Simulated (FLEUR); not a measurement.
A self-consistent single point of Cu₂As (P4/nmm, 6 atoms in the cell) with FLEUR.

Level of theory: FLEUR with LDA (Perdew-Zunger), all-electron FLAPW (FLEUR), scalar-relativistic valence.

```
Cu2As
1.0
    3.73659     0.00000     0.00000
    0.00000     3.73659     0.00000
    0.00000     0.00000     5.82176
Cu As
4 2
Direct
  0.50000   0.50000   0.00000
  0.00000   0.00000   0.00000
  0.50000   0.00000   0.29996
  0.00000   0.50000   0.70004
  0.50000   0.00000   0.71301
  0.00000   0.50000   0.28699
```

Reference input (self-consistent single point, DFT, PBEsol, all-electron FLAPW (FLEUR), scalar-relativistic valence): Kmax = 3.8 1/bohr; GmaxXC = 15.2 1/bohr; xcFunctional = PBEs; jspins = 1; l_soc = F; mode = hist; fermiSmearingEnergy = 0.00367493 Htr; mesh (inpgen div1-3) = 7 7 5; inpgen gamma flag = false; Gmax = 15.2 1/bohr; numbands = 0; maxIterBroyd = 15. This run's input differs from it in these lines:

```diff
@@ -18,3 +18,3 @@
 &comp jspins=1 /
-&exco xctyp='PBEs' /
+&exco xctyp='pz' /
 &kpt div1=7 div2=7 div3=5 /
@@ -31,3 +31,3 @@
       <coreElectrons ctail="T" frcor="F" kcrel="0" coretail_lmax="0"/>
-      <xcFunctional name="PBEs" relativisticCorrections="F"/>
+      <xcFunctional name="pz" relativisticCorrections="F"/>
       <magnetism jspins="1"/>
```

Output (repeated stretches shortened):

```
 Iteration:     1   Distance:      31.05467465 me/bohr^3
 Iteration:     2   Distance:      20.96052060 me/bohr^3
 Iteration:     3   Distance:       7.08308258 me/bohr^3
 Iteration:     4   Distance:       6.50442796 me/bohr^3
 Iteration:     5   Distance:       2.43822922 me/bohr^3
   [... 13 lines left out ...]
 Iteration:    19   Distance:       0.00007115 me/bohr^3
 Iteration:    20   Distance:       0.00001506 me/bohr^3
 Iteration:    21   Distance:       0.00001250 me/bohr^3
 Iteration:    22   Distance:       0.00000596 me/bohr^3
 Reset of history
 Run finished successfully
 Stop message:
   Structural relaxation: new displacements generated

[file out, last iteration]
             iter=     23
[...]
          total density-effective poten   -1.7709080677E+04
          total charge density-energy d   -4.2190556772E+02
 Updated energy parameters for spin:           1
[...]
 fermi energy and band-weighting factors:
   [... 5 lines left out ...]

[...]
FERMIE:
          first approx. to ef    (T=0)  :   0.352262 htr   (energy of the highest occ. eigenvalue)
          number of occ. states  (T=0)  :       1108
          first approx. to seigv (T=0)  :  -8.733214 htr
          sum of weights of occ. states :  37.028571
          sum of semicore charge        :   0.000000 e
FERHIS:  Fermi-Energy by histogram:
          bandgap                     :   0.000923 htr
   [... lines left out ...]
          charge neutrality (T=0)     :   0.057143    (zero if the highest occ. eigenvalue is "entirely" occupied)
     EF_NEWTON:  Adjust Fermi-Energy by Newton-Method.
 Direct bandgap for spin            1 :    1.0879305438814768E-002  Htr
 ---->    free energy=                    -11126.0355075649 htr
   [... lines left out ...]
 TOTAL FORCE FOR ATOM TYPE=  1  X=  1.765   Y=  1.765   Z=  0.000
                       FX_TOT= 0.000000 FY_TOT= 0.000000 FZ_TOT= 0.000000
 TOTAL FORCE FOR ATOM TYPE=  2  X=  1.765   Y= -1.765   Z=  3.300
                       FX_TOT= 0.000000 FY_TOT= 0.000000 FZ_TOT=-0.002299
 TOTAL FORCE FOR ATOM TYPE=  3  X=  1.765   Y= -1.765   Z= -3.157
                       FX_TOT= 0.000000 FY_TOT= 0.000000 FZ_TOT=-0.002931
```

The run converged in 22 iterations. FLEUR gives forces in its relaxation mode, with a further iteration, so its stop message speaks of a relaxation. Against the reference run the largest force goes from 0.217 to 0.151 eV/Å.

The starting cell comes from a database of computed structures (which also holds hypothetical and non-ambient phases and stackings), without a prior relaxation at this level. Its lattice was rescaled by a random factor within 2.5 % of one. Spin polarisation is off. Values depend on the basis (sphere radii, cutoffs, local orbitals), which need not be converged. No gap is read from this output. The log's line on a gap gives a spacing of levels on this mesh, which the program prints for metals too.

Cost on one core of a shared machine: roughly 3 min.
